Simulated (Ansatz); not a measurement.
The parent structure is Rh in the fcc (Cu type) structure (space group Fm-3m, No. 225; a = 3.830 Å).

Level of theory: Ansatz (a program for electronic structure), PBE, PAW, cutoff 420 eV, scalar-relativistic without spin-orbit coupling, earlier PAW set.

For the base:

* **Volume per atom**: 14.05 Å³
* **Band gap**: zero

One thing is altered: full substitution Rh → Pd; the structure is relaxed again.

Tabulated Pauling electronegativity and covalent radius: Rh 2.28, 1.42 Å; Pd 2.20, 1.39 Å.

### Question
Predict the new volume per atom.

### Answer
The volume per atom rises by 1.27 Å³ (14.05 Å³ → 15.32 Å³).

### Question
Estimate the effect on the band gap.

### Answer
The band gap stays zero.

Stability against distortions was not tested. The final runs are not spin-polarised. Pd lies near a magnetic instability that expansion can trigger; it was not tested.
